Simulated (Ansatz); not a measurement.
## NiSi2 under a change: biaxial strain −0.86 %, plane normal [111], relaxed out of plane

The parent structure is NiSi2 (space group Fm-3m, No. 225; a = 5.389 Å; not spin-polarised; relaxed with 0.1 eV smearing). Axes: x, y, z lie along the cube axes.

It is then changed as follows: compressive biaxial strain of 0.86 % in the plane normal to [111], as in epitaxy on a mismatched substrate; the out-of-plane cell vector and the atoms relax.

Method: Ansatz (a program for electronic structure) r2SCAN, scalar-relativistic without spin-orbit coupling, earlier PAW set. Settings: 19×19×19 k-points, 0.1 eV Fermi–Dirac smearing.

```csv
quantity,base,changed,shift
volume per atom,13.04 Å³,12.90 Å³,-0.14 Å³
space group,Fm-3m (No. 225),R-3m (No. 166),–
shortest interatomic distance,2.333 Å,2.321 Å,-0.012 Å
energy relative to the base (free energy F),0 meV/atom,+1.9 meV/atom,+1.9 meV/atom
"pressure (mean of the normal stresses, compression positive)",0.0 GPa,1.8 GPa,+1.8 GPa
band gap,zero,zero,–
out-of-plane strain,–,+0.63 %,–
ratio −ε⊥/ε∥,–,0.73,–
mean in-plane stress (compression positive),–,+2.8 GPa,–
```

Final structure (turned so that z lies along the plane normal):

```
CELL_PARAMETERS angstrom
      3.77757     0.00000     0.00000
      1.88878     3.27147     0.00000
      1.88878    -1.09049     3.13073
ATOMIC_POSITIONS crystal
  Ni 0.00000 0.00000 0.00000
  Si 0.50242 0.24879 0.74637
  Si 0.49758 0.75121 0.25363
```

Cost of the whole job for the changed cell (relaxation, final SCF and bands): roughly 6 core-minutes.

No phonon test of stability was made. Starting moments died away, wholly or in part, for the base; another magnetic solution may exist. The final runs are not spin-polarised.
